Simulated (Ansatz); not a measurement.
GaP (model structure, started from the BeO type, P4₂/mnm, No. 136, 8 atoms in the cell): properties by level of theory

```json
[
 {"level (code)": "LDA (Ansatz)", "equilibrium lattice constant a (Å)": "6.585", "c axis length (Å)": "[?]", "cohesive energy (eV/atom)": "[?]"},
 {"level (code)": "PBE (Ansatz)", "equilibrium lattice constant a (Å)": "[?]", "c axis length (Å)": "3.892", "cohesive energy (eV/atom)": "3.41"},
 {"level (code)": "PBEsol (Ansatz)", "equilibrium lattice constant a (Å)": "6.645", "c axis length (Å)": "3.848", "cohesive energy (eV/atom)": "[?]"},
 {"level (code)": "PBE-D3(BJ) (Ansatz)", "equilibrium lattice constant a (Å)": "6.648", "c axis length (Å)": "3.860", "cohesive energy (eV/atom)": "3.70"},
 {"level (code)": "r²SCAN (Ansatz)", "equilibrium lattice constant a (Å)": "6.656", "c axis length (Å)": "3.858", "cohesive energy (eV/atom)": "[?]"},
 {"level (code)": "r²SCAN+rVV10 (Ansatz)", "equilibrium lattice constant a (Å)": "6.633", "c axis length (Å)": "3.851", "cohesive energy (eV/atom)": "3.71"}
]
```

**Question.** What belongs in the gaps?

**Answer.** 
- LDA (Ansatz, a program for electronic structure), c axis length (Å): 3.814
- LDA (Ansatz), cohesive energy (eV/atom): 4.25
- PBE (Ansatz), equilibrium lattice constant a (Å): 6.729
- PBEsol (Ansatz), cohesive energy (eV/atom): 3.81
- r²SCAN (Ansatz), cohesive energy (eV/atom): 3.55

Ansatz's density-functional and Hartree–Fock values are scalar-relativistic unless marked +SOC, with PAW data made under PBE.

Free atoms are spin-polarised, in the lowest state found; at levels without +SOC their spin–orbit coupling is left out.

Static lattice: no zero-point or thermal effects.

A model structure was made by putting elements into a prototype or built by hand; it is no filed structure, need not be a known phase, and can be a saddle point held by its symmetry.
